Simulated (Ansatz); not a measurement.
Start from NiSi2 (space group Fm-3m, No. 225; a = 5.386 Å; not spin-polarised; relaxed with 0.1 eV smearing).

The values are results of Ansatz (an electronic-structure program) r2SCAN, no SOC, not measurements.

Base values:

```
Quantity    Value
--------  -------
Pressure  0.0 GPa
Band gap     zero
```

The change: the cell is scaled by 0.9761 in all directions; the atoms relax in the strained cell.

Predict the new energy relative to the base, pressure and band gap.

The energy increases by 37 meV/atom; the pressure goes from zero to 14.1 GPa; the band gap is still zero.

Stability against distortions was not tested. Seeded moments were not kept for the base. All final runs are without spin polarisation.
